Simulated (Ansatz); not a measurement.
Base system: CaF2 in the fluorite structure (space group Fm-3m, No. 225; a = 5.420 Å).

Structures relaxed with DFT with PBEsol, PAW potentials and a 420 eV plane-wave cutoff in Ansatz (a quantum-chemistry and plane-wave program), spin-orbit coupling left out, earlier PAW set.

Base:

Simulated powder pattern, Cu Kα, λ = 1.54184 Å (kinematic, ideal powder, no thermal factors, no anomalous dispersion; the 14 strongest lines at most, above 2 %, up to 2θ = 90°):

```
2θ (°)  I/Imax (%)    hkl
------  ----------  -----
28.52           84  (111)
47.44          100  (220)
56.29           31  (311)
69.35           13  (400)
76.63           11  (331)
88.34           24  (422)
```

After one change:

Simulated powder pattern, Cu Kα, λ = 1.54184 Å (kinematic, ideal powder, no thermal factors, no anomalous dispersion; the 14 strongest lines at most, above 2 %, up to 2θ = 90°):

```csv
2θ (°),I/Imax (%)
31.55,93
52.71,100
62.74,31
77.77,12
86.33,12
```

**Question.** Which change produced these results?
A. pressure 50 GPa
B. pressure −2 GPa
C. pressure 30 GPa
D. pressure 100 GPa

**Answer.** A, pressure 50 GPa. Its volume per atom is 9.88 Å³ against 13.27 Å³, and its space group is Fm-3m (No. 225).

Load acts through the strain it causes; cell and atoms are relaxed under it. No phonon test of stability was made. No other phases were tried under pressure.
